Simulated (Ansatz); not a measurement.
A computed series for MgS: pressure series

The reference is MgS in the rock salt structure (space group Fm-3m, No. 225; a = 5.203 Å).

Cell and atoms are relaxed at each pressure.

The values are results of r2SCAN, PAW, 500 eV (Ansatz, an electronic-structure program; no spin-orbit coupling), not measurements.

| P (GPa) | V (Å³/atom) |
|---|---|
| -2.00 | 18.078 |
| -1.00 | 17.835 |
| 0.30 | 17.542 |
| 0.70 | 17.456 |
| 1.50 | 17.291 |
| 3.00 | 17.000 |
| 5.01 | 16.648 |
| 7.51 | 16.252 |
| 10.01 | 15.898 |

Q: Fit a third-order Birch–Murnaghan equation of state.

A: Least squares on P(V) = (3B₀/2)[(V₀/V)^(7/3) − (V₀/V)^(5/3)]·[1 + (3/4)(B₀′ − 4)((V₀/V)^(2/3) − 1)] gives V₀ = 17.61 Å³/atom, B₀ = 80 GPa and B₀′ = 4.0.

Measured bulk modulus of MgS: 81 GPa (static lattice; corrected from measurement; as listed in Tamar Goldzak et al., The Journal of Chemical Physics (2022)); the computed value is 1 % below it.

Between the base and pressure 7.5 GPa the gap moves from 3.46 eV to 3.63 eV, a mean slope of 22 meV/GPa.

Load acts through the strain it causes; cell and atoms are relaxed under it. Whether these cells are dynamically stable was not tested. No other phases were tried under pressure.
